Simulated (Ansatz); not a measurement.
# Response to strain in MoP

Take MoP (space group P-6m2, No. 187; a = 3.208 Å, c = 3.173 Å; relaxed with 0.1 eV smearing) as the base. Axes: x lies along a and z along c of the hexagonal cell.

Strains are applied to the cell and any free atomic positions relax; under biaxial strain the out-of-plane vector relaxes too; under stress the whole cell relaxes.

Method: PBEsol (Ansatz, a program for electronic structure, PAW, spin-orbit coupling left out), earlier PAW set.

Notes on the quantities. pressure: mean of the normal stresses, compression positive; energy relative to the base: free energy F.

```tsv
case	volume per atom	pressure	energy relative to the base
base	14.14 Å³	0.0 GPa	0 meV/atom
biaxial strain +3.45 %, plane normal [001], relaxed out of plane	14.80 Å³	-7.8 GPa	–
uniaxial strain ε_zz = +0.35 %	14.19 Å³	-1.0 GPa	+0.3 meV/atom
uniaxial strain ε_zz = +2.13 %	14.44 Å³	-5.6 GPa	+9.9 meV/atom
uniaxial stress, 1 GPa tension along z	14.15 Å³	–	+0.1 meV/atom
tensor shear ε_xz = −0.96 %	14.14 Å³	0.1 GPa	+3.0 meV/atom
```

Beyond what the load breaks, stability against distortions was not tested. The final runs are not spin-polarised. An odd electron count without spin: MoP.
